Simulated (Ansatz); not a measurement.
AlBN2 (model structure, started from the ScAlN2 type, P3m1, No. 156, 4 atoms in the cell), treated with PBE0 in Ansatz (plane waves, PAW).

Settings: plane-wave cutoff 460 eV, 12×12×6 k mesh (along the axes of the cell as run), Fermi–Dirac smearing 0.01 eV, scalar-relativistic PAW data made under PBE.

Cell (relaxed with PBEsol):

```
CELL_PARAMETERS angstrom
      2.84971     0.00000     0.00000
     -1.42485     2.46792     0.00000
      0.00000     0.00000     4.66511
ATOMIC_POSITIONS crystal
  B  0.33333 0.66667 0.01903
  N  0.33333 0.66667 0.34424
  Al 0.66667 0.33333 0.50067
  N  0.66667 0.33333 0.90605
```

Question: Give the computed band gap and smallest direct gap on the k points sampled.

Answer: 
* **band gap**: 6.21 eV (on the SCF k mesh) (indirect)
* **smallest direct gap on the k points sampled**: 7.23 eV

Note: the relaxation could raise the start's symmetry but not lower it, so the cell can be a saddle point; cell and atoms aren't relaxed at this level (pressure -2.4 GPa).

Static lattice: no zero-point or thermal effects.

A model structure was made by putting elements into a prototype or built by hand; it is no filed structure, need not be a known phase, and can be a saddle point held by its symmetry.

Ansatz is a quantum-chemistry and plane-wave program.
